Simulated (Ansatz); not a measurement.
Results of G0W0@PBEsol+SOC (Ansatz, a program for electronic structure, plane waves, hard PAW, contour deformation, complete-basis limit, spin–orbit shift from PBEsol) for BeAlNS (model structure, started from the AlSiCN type, P3m1, No. 156, 4 atoms in the cell).

Settings: largest k mesh 9×9×4 (not extrapolated in the mesh).

Cell (relaxed with PBEsol):

```cif
data_AlBeNS
_chemical_formula_sum 'Al1 Be1 S1 N1'
_space_group_name_H-M_alt 'P3m1'
_space_group_IT_number 156
_space_group_name_Hall 'P 3 -2"'
_cell_length_a 3.23497
_cell_length_b 3.23497
_cell_length_c 5.34490
_cell_angle_alpha 90.000
_cell_angle_beta 90.000
_cell_angle_gamma 120.000
loop_
_atom_site_label
_atom_site_type_symbol
_atom_site_symmetry_multiplicity
_atom_site_Wyckoff_symbol
_atom_site_fract_x
_atom_site_fract_y
_atom_site_fract_z
_atom_site_occupancy
Al1 Al 1 b 0.33333 0.66667 0.55277 1
Be1 Be 1 c 0.66667 0.33333 0.95080 1
S1 S 1 b 0.33333 0.66667 0.11212 1
N1 N 1 c 0.66667 0.33333 0.63429 1
```

Problem. Estimate the band gap that the calculation returns.

Solution. 
* **band gap**: 4.04 eV

Note: spin–orbit coupling enters as the shift of the gap found with a semilocal functional; the relaxation could raise the start's symmetry but not lower it, so the cell can be a saddle point.

Computed values are for the static lattice.

Cost on a shared machine: very roughly 2.8 core-hours.

A model structure was made by putting elements into a prototype or built by hand; it is no filed structure, need not be a known phase, and can be a saddle point held by its symmetry.
